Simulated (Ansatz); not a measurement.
The starting structures come from a database of crystals and need not be the phases stable at ambient conditions.

Inside the gap of an insulator the Bloch states are evanescent, with a wavenumber k + iκ along the transport direction.

Here is the system:

```xyz
16
Lattice="5.7203 0.0000 0.0000 0.0000 7.4289 -0.0178 2.8602 -2.8861 5.8081" Properties=species:S:1:pos:R:3 pbc="T T T"
B      5.7203     0.6446     3.8271
B      2.8602     3.8982     1.9632
H      5.7203     1.9496     5.3191
H      2.8602     2.5933     0.4713
Pb     5.7203     1.6640     0.6525
Pb     2.8602     2.8788     5.1378
Pb     2.8602    -0.3590     1.8196
Pb     5.7203     4.9018     3.9707
O      5.7203    -0.3678     4.7542
O      2.8602     4.9106     1.0361
O      5.7203     1.9748     4.2918
O      2.8602     2.5680     1.4986
O      5.7203     0.3620     2.4907
O      2.8602     4.1808     3.2997
O      7.1264    -2.8861     5.8081
O      4.3143    -2.8861     5.8081
```

Space group of this cell: C2/m. The cell was relaxed by PBE-D3(BJ); by r2SCAN its mean pressure is -1.9 GPa.

Transport runs along the normal of the first two printed cell vectors.

The gap is the functional's own, uncorrected, and κ follows it; spin-orbit coupling is left out. Mid-gap values are interpolated between the computed energies.

Question: State the band gap and the smallest decay constant κ at mid-gap according to Ansatz (an electronic-structure program) with r2SCAN.

Answer: Gap 3.34 eV on a 6×6×6 mesh; κ = 0.389 1/Å, at (0.000, 0.250) of the in-plane reciprocal vectors. At the zone centre, at the nearest computed energy, the slowest state has κ = 0.42 1/Å.
